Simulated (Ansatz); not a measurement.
How the lattice parameter a of TaTe (model structure, Fm-3m, No. 225, 2 atoms in the cell) moves with the method

No measured value is used here.

```
level (code)           value (Å)
---------------------  ---------
LDA (Ansatz)               5.583
PBE (Ansatz)               5.699
PBEsol (Ansatz)            5.623
PBE-D3(BJ) (Ansatz)        5.628
r²SCAN (Ansatz)            5.669
r²SCAN+rVV10 (Ansatz)      5.647
```

Density-functional levels without +SOC have no spin–orbit coupling. Cutoffs differ between the levels. Ansatz's density-functional and Hartree–Fock values are scalar-relativistic unless marked +SOC, with PAW data made under PBE.

A model structure was made by putting elements into a prototype or built by hand; it is no filed structure, need not be a known phase, and can be a saddle point held by its symmetry.

Ansatz is a quantum-chemistry and plane-wave program.
